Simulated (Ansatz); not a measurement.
Input:

```
Ge
1.0
    4.09475     0.00000     0.00000
    0.00000     4.09475     0.00000
    2.04737    -2.04737     2.74448
Ge
2
Direct
  0.00000   0.00000   0.00000
  0.75000   0.75000   0.50000
```

No spin polarisation.

Level of theory: DFT with LDA, PAW potentials and a 420 eV plane-wave cutoff in Ansatz (a quantum-chemistry and plane-wave program), without spin-orbit coupling. Γ-centred 14×14×14 mesh, Fermi–Dirac width 0.05 eV.

Q: Predict the pressure, band gap and space group.

A: The pressure (mean of the normal stresses, compression positive) is -2.3 GPa, the band gap is zero and the space group is I4_1/amd (No. 141).

The cells carry an imposed strain or load. No phonon test of stability was made. The cell was made from Ge in the diamond structure (space group Fd-3m, No. 227) by this change: biaxial strain +3.00 %, plane normal [001], relaxed out of plane. A zero or small gap of Ge can be the functional's error rather than a property of the material.
